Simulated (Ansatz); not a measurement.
Band structure of LaS (Fm-3m, 2 atoms in the cell).

```yaml
crystal:
  lattice:
    - [0.00000, 2.94160, 2.94160]
    - [2.94160, 0.00000, 2.94160]
    - [2.94160, 2.94160, 0.00000]
  atoms:
    - { symbol: La, position: [0.00000, 0.00000, 0.00000] }
    - { symbol: S, position: [0.50000, 0.50000, 0.50000] }
```

Method: PBEsol, PAW files made with PBE (plane waves; Ansatz, a program for electronic structure).

Settings: kpoints.mp_grid.grid = 7 7 7; hamiltonian.xc = pbesol; hamiltonian.pseudopotentials = {kind: paw} (the program's default PAW files); scf.occupations.method = fermi_dirac; scf.occupations.width = 0.0073 Ry; kpoints.band_path.npoints = 8.

The starting cell comes from a database of computed structures (which also holds hypothetical and non-ambient phases and stackings), without a prior relaxation at this level.

Levels in eV from the Fermi level, bands 5 to 12:
| point | 5 | 6 | 7 | 8 | 9 | 10 | 11 | 12 |
|---|---|---|---|---|---|---|---|---|
| Γ | -13.87 | -3.26 | -3.26 | -3.26 | 0.15 | 0.15 | 0.15 | 1.11 |
| X | -13.75 | -3.71 | -3.32 | -3.32 | -1.90 | 1.60 | 1.61 | 1.72 |
| W | -13.21 | -4.71 | -3.78 | -3.78 | 0.41 | 0.41 | 1.66 | 1.66 |
| K | -13.25 | -4.44 | -4.02 | -3.79 | -0.54 | 1.37 | 1.50 | 1.67 |
| L | -12.39 | -5.76 | -4.72 | -4.72 | 1.04 | 1.42 | 1.42 | 1.76 |
| U | -13.25 | -4.44 | -4.02 | -3.79 | -0.54 | 1.37 | 1.50 | 1.67 |

Bands cross the Fermi level along this path, so the cell is metallic at this level.

Keys are those of Ansatz 0.2.
